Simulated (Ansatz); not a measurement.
A constructed model of the (111)A surface of 3C silicon carbide, Si-terminated, Si trimer, 2x2 (bottom of the slab: 4 H on 4 bottom sites)

Method: PBE (plane waves to 420 eV, PAW; Ansatz, a quantum-chemistry and plane-wave program).

Slab: 39 atoms, 11.5 Å thick at the start with caps and adatoms (thin: gaps and levels are the slab's own); k 5x5x1, smearing 0.025 eV, dipole-corrected; 8 atoms held, the rest relaxed; held to the start's symmetry, so lower structures may exist; no spin (no spin-polarised run to compare, though such a face may carry moments), no spin-orbit, no U. The slab shows no gap on its mesh. It is one candidate, not shown to be the stable structure of the face.

* **work function of the top face**: 5.56 eV
* **energy released by relaxation**: 1.15 eV
* **cost**: around 6 core-minutes (rough)
